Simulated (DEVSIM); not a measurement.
Device: Au/SiO2/p-Ge capacitor, at 400 K.

```
layer (left to right)  material  thickness (nm)  Na (cm⁻³)
---------------------  --------  --------------  ---------
1                          SiO2            10.0          -
2                            Ge            2900     4.2e16
```

Metal gate on the left, work function 5.1 eV. Fixed charge at the semiconductor interface -9.1e10 cm⁻² (in units of +e); interface traps 1.9e10 cm⁻² eV⁻¹, uniform in energy, neutral level at 0.7 of the gap above the valence band.

Constants are typed, rounded textbook-type inputs, not results; the design itself was drawn at random and stands for no fabricated device. Values at 300 K; Nc and Nv go as T^1.5, mobilities as T to minus their exponent, the gap by Varshni's rule with the affinity fixed.

```
parameter         SiO2        Ge
----------------  ----  --------
gap (eV)             9     0.664
affinity (eV)      0.9         4
permittivity       3.9        16
Nc (cm⁻³)            -   1.04e19
Nv (cm⁻³)            -      6e18
Varshni α (eV/K)     -  0.000477
Varshni β (K)        -       235
```

DEVSIM, 1D Poisson equation in equilibrium, Boltzmann statistics, complete ionisation; no quantum confinement or tunnelling. Metal contacts follow the ideal Schottky-Mott rule: no Fermi-level pinning, no interface dipoles.

Base results: minimum of the low-frequency capacitance (μF/cm²) 0.133; threshold voltage (band bending 2φF) (V) 1.13; flat-band voltage (V) 0.70.

Task: What follows from this one change: interface trap density 1.9e+10 → 1e+11 cm^-2 eV^-1?

Result: minimum of the low-frequency capacitance 0.133 → 0.138 μF/cm²; threshold voltage (band bending 2φF) little changed (1.13 V); flat-band voltage little changed (0.69 V).

Task: What follows from this one change: gate work function 5.1 → 5.4 eV?

Result: minimum of the low-frequency capacitance little changed (0.133 μF/cm²); threshold voltage (band bending 2φF) 1.13 → 1.43 V; flat-band voltage 0.70 → 1.00 V.
